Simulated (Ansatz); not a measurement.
Take NiSi2 (space group Fm-3m, No. 225; a = 5.445 Å; not spin-polarised; relaxed with 0.1 eV smearing) as the base.

(Cell as relaxed with PBE.)

Levels (all Ansatz, a program for electronic structure, PAW, earlier PAW set): PBE (420 eV, no spin-orbit coupling); r2SCAN (500 eV, spin-orbit coupling left out).

Each level relaxes its own structure.

| base | PBE | r2SCAN |
|---|---|---|
| volume per atom | 13.46 Å³ | 13.04 Å³ |
| lattice parameter a | 5.445 Å | 5.389 Å |
| band gap | zero | zero |

The change: every lattice vector is stretched by 1.00 %, atoms relaxed at fixed cell.

```csv
quantity,PBE,r2SCAN
energy relative to the base (free energy F),+5.3 meV/atom,…
pressure,-4.0 GPa,…
band gap,zero,…
```

### Question
What does r2SCAN give?

### Answer

- energy relative to the base (free energy F), r2SCAN: +5.7 meV/atom
- pressure, r2SCAN: -4.5 GPa
- band gap, r2SCAN: zero

PBE's energy relative to the base lies 0.4 meV/atom below r2SCAN's; PBE's pressure lies 0.5 GPa above r2SCAN's; the two agree on the band gap. Neither level is exact; r2SCAN is the comparison here, not a measurement.

The cells carry an imposed strain or load. Stability against distortions was not tested. Starting moments died away, wholly or in part, for the base; another magnetic solution may exist. The final runs are not spin-polarised.
